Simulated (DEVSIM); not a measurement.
Structure: Ge p-n junction from an implanted or diffused profile, at 300 K.

```
layer (left to right)  material  thickness (μm)  Nd (cm⁻³)   τn (s)   τp (s)
---------------------  --------  --------------  ---------  -------  -------
1                            Ge             100     1.3e16  0.00099  0.00099
```

Added acceptor profile: 8.6e17 cm⁻³ × exp(−(x − 0.094 μm)²/(2·(0.5 μm)²)). Left contact: ohmic. Right contact: ohmic. Voltage is applied to the left contact. Recombination: SRH at mid-gap, radiative. Mobility is μmin + (μ − μmin)/(1 + (N/Nref)^α).

This is a model device: material constants are rounded textbook-type values typed into the input, and sizes, dopings and lifetimes were drawn at random. Values at 300 K.

```csv
parameter,Ge
gap (eV),0.664
affinity (eV),4
permittivity,16
Nc (cm⁻³),1.04e19
Nv (cm⁻³),6e18
μn (cm²/Vs),3900
μp (cm²/Vs),1900
"μn,min",150
"μp,min",100
"Nref,n",2.6e17
"Nref,p",4e17
αn,0.56
αp,0.6
B (cm³/s),6.4e-14
```

DEVSIM, 1D drift-diffusion, Boltzmann statistics, complete ionisation; no tunnelling, impact ionisation, image-force lowering or self-heating.

Task: Tabulate band edges, carrier densities and field at 0.65 V on the left contact.

Result: Energies count from the Fermi level of the right contact; mesh points crowd at the junctions.

```tsv
x (μm)	Ec (eV)	Ev (eV)	n (cm⁻³)	p (cm⁻³)	field (V/cm)
0.000	-0.037	-0.701	5.3e8	8.3e17	99
0.02824	-0.037	-0.701	2.9e14	8.4e17	75
0.07488	-0.037	-0.701	7.6e14	8.5e17	26
0.1519	-0.037	-0.701	1.6e15	8.4e17	-55
0.3435	-0.040	-0.704	3.8e15	7.5e17	-250
0.5955	-0.049	-0.713	8.4e15	5.2e17	-510
0.9840	-0.075	-0.739	2.8e16	1.9e17	-720
1.564	-0.099	-0.763	7.5e16	7.4e16	-100
1.994	-0.100	-0.764	8.1e16	6.8e16	≈ 0
2.429	-0.099	-0.763	8.1e16	6.8e16	15
3.273	-0.098	-0.762	8.1e16	6.8e16	15
6.853	-0.092	-0.756	7.9e16	6.6e16	16
14.53	-0.080	-0.744	7.6e16	6.3e16	16
34.06	-0.047	-0.711	6.8e16	5.5e16	18
76.98	0.052	-0.612	4.3e16	3.0e16	31
90.63	0.103	-0.561	3.0e16	1.7e16	47
96.20	0.135	-0.529	2.3e16	9.5e15	70
98.47	0.153	-0.511	1.8e16	4.9e15	99
99.56	0.166	-0.498	1.5e16	1.7e15	140
99.84	0.170	-0.494	1.4e16	6.8e14	160
99.95	0.172	-0.492	1.3e16	2.2e14	170
100.0	0.173	-0.491	1.3e16	3.4e10	170
```
